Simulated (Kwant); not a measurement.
**Ge/Si0.2Ge0.8 stack with 1 barrier**

System: Ge/Si0.2Ge0.8 stack with 1 barrier. One parabolic valley. Leads of mass 0.12 mₑ with the band edge at 0; grid 0.1 nm; bias swept from 0.0048 to 0.24 V, dropping linearly over the stack. Emitter Fermi level 0.022 eV, 77 K, equal in the collector.

```json
[
 {"layer": "1", "thickness (nm)": "3.8", "band offset (eV)": "0.12", "mass (mₑ)": "0.14"}
]
```

The device is made up for the run: typed textbook-type constants, with dimensions and the other settings drawn at random.

Computed with Kwant: one-band effective-mass tight-binding model in one dimension, coherent, no space charge, current by the Tsu-Esaki formula.

| bias (V) | J (A/cm²) |
|---|---|
| 0.004800 | 3560 |
| 0.01291 | 8770 |
| 0.02102 | 12700 |
| 0.02913 | 15800 |
| 0.03724 | 18300 |
| 0.04535 | 20600 |
| 0.05346 | 22900 |
| 0.06157 | 25300 |
| 0.06968 | 27800 |
| 0.07779 | 30400 |
| 0.08590 | 33100 |
| 0.09401 | 36000 |
| 0.1021 | 39000 |
| 0.1102 | 42200 |
| 0.1183 | 45500 |
| 0.1265 | 49100 |
| 0.1346 | 52900 |
| 0.1427 | 56800 |
| 0.1508 | 61000 |
| 0.1589 | 65500 |
| 0.1670 | 70100 |
| 0.1751 | 75100 |
| 0.1832 | 80300 |
| 0.1913 | 85800 |
| 0.1994 | 91500 |
| 0.2076 | 97600 |
| 0.2157 | 104000 |
| 0.2238 | 111000 |
| 0.2319 | 117000 |
| 0.2400 | 125000 |
